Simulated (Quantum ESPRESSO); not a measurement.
A self-consistent single point of Mg6CdMo (Amm2, 8 atoms in the cell) with Quantum ESPRESSO.

Level of theory: PBEsol, GBRV 1.5 ultrasoft (PBESOL) pseudopotentials (plane waves; Quantum ESPRESSO).

```
CELL_PARAMETERS angstrom
      4.90108     0.00000     0.00000
      0.00000     3.10214     5.37157
      0.00000    -3.10214     5.37157
ATOMIC_POSITIONS crystal
  Mg 0.50000 0.33526 0.83030
  Mg 0.50000 0.83030 0.33526
  Mg 0.00000 0.15054 0.67506
  Mg 0.00000 0.67506 0.15054
  Mg 0.00000 0.67526 0.67526
  Mg 0.00000 0.16736 0.16736
  Cd 0.50000 0.33377 0.33377
  Mo 0.50000 0.83244 0.83244
```
Moments meant for the start (each program seeds them in its own way; μB, in the order of the atoms Mg Mg Mg Mg Mg Mg Cd Mo): 0.0 0.0 0.0 0.0 0.0 0.0 0.0 2.0.

Reference input (self-consistent single point, DFT, PBEsol, plane waves, GBRV 1.5 ultrasoft (PBESOL) pseudopotentials): ecutwfc = 40 Ry; ecutrho = 320 Ry; occupations = smearing; smearing = gaussian; degauss = 0.0147 Ry; nspin = 2; potentials = {Mg: mg_pbesol_v1.4.uspp.F.UPF, Cd: cd_pbesol_v1.uspp.F.UPF, Mo: mo_pbesol_v1.uspp.F.UPF}; K_POINTS = automatic 6 5 5 0 0 0; conv_thr = 1e-11 Ry; mixing_beta = 0.3. This run's input differs from it in these lines:

```diff
@@ -43,3 +43,3 @@
 K_POINTS {automatic}
-6 5 5  0 0 0
+4 4 4  1 1 1
```

Output, abridged:

```
     Self-consistent Calculation

     iteration #  1     ecut=    40.00 Ry     beta= 0.30

---- Real-time Memory Report at c_bands before calling an iterative solver
           433 MiB given to the printing process from OS
           189 MiB allocation reported by mallinfo(arena+hblkhd)
------------------

     negative rho (up, down):  1.086E-02 1.088E-02

     total energy              =   -1004.46480681 Ry
     estimated scf accuracy    <       0.97611681 Ry

     total magnetization       =     0.98 Bohr mag/cell
     absolute magnetization    =     1.46 Bohr mag/cell

     iteration #  2     ecut=    40.00 Ry     beta= 0.30

   [... lines left out ...]
------------------

     negative rho (up, down):  1.107E-02 1.107E-02

     Magnetic moment per site  (integrated on atomic sphere of radius R)
     atom   1 (R=0.248)  charge=  8.8942  magn= -0.0000
     atom   2 (R=0.248)  charge=  8.8942  magn= -0.0000
     atom   3 (R=0.248)  charge=  8.9169  magn= -0.0000
     atom   4 (R=0.248)  charge=  8.9169  magn= -0.0000
     atom   5 (R=0.248)  charge=  8.9405  magn= -0.0000
     atom   6 (R=0.248)  charge=  8.8609  magn= -0.0000
     atom   7 (R=0.255)  charge= 10.7275  magn= -0.0000
     atom   8 (R=0.250)  charge= 12.1208  magn=  0.0001
     End of self-consistent calculation

     the Fermi energy is     7.9650 ev

!    total energy              =   -1004.41852357 Ry
     estimated scf accuracy    <          3.4E-12 Ry
     smearing contrib. (-TS)   =      -0.00549406 Ry
     internal energy E=F+TS    =   -1004.41302950 Ry

     total magnetization       =     0.00 Bohr mag/cell
     absolute magnetization    =     0.00 Bohr mag/cell

     convergence has been achieved in  22 iterations

     negative rho (up, down):  1.107E-02 1.107E-02

     Forces acting on atoms (cartesian axes, Ry/au):

     atom    1 type  1   force =     0.00000000    0.00077694   -0.00064737
     atom    2 type  1   force =     0.00000000   -0.00077694   -0.00064737
     atom    3 type  1   force =     0.00000000   -0.00367180   -0.00441119
   [... lines left out ...]
     Total force =     0.011462     Total SCF correction =     0.000004
   [... lines left out ...]

     negative rho (up, down):  1.107E-02 1.107E-02
          total   stress  (Ry/bohr**3)                   (kbar)     P=      -20.84
  -0.00015212   0.00000000   0.00000000          -22.38        0.00        0.00
   0.00000000  -0.00012236   0.00000000            0.00      -18.00        0.00
   0.00000000  -0.00000000  -0.00015062            0.00       -0.00      -22.16

   JOB DONE.
```

The run converged in 22 iterations. Against the reference run the free energy goes down by 4.8 meV/atom, the pressure stays near -2.08 GPa while the yy stress (positive for compression) goes from -2.10 to -1.80 GPa and the largest force goes from 0.216 to 0.186 eV/Å.

The starting cell comes from a database of computed structures (which also holds hypothetical and non-ambient phases and stackings), without a prior relaxation at this level. The starting moments vanished: the run ended non-magnetic.

Cost on one core of a shared machine: roughly 7 min.
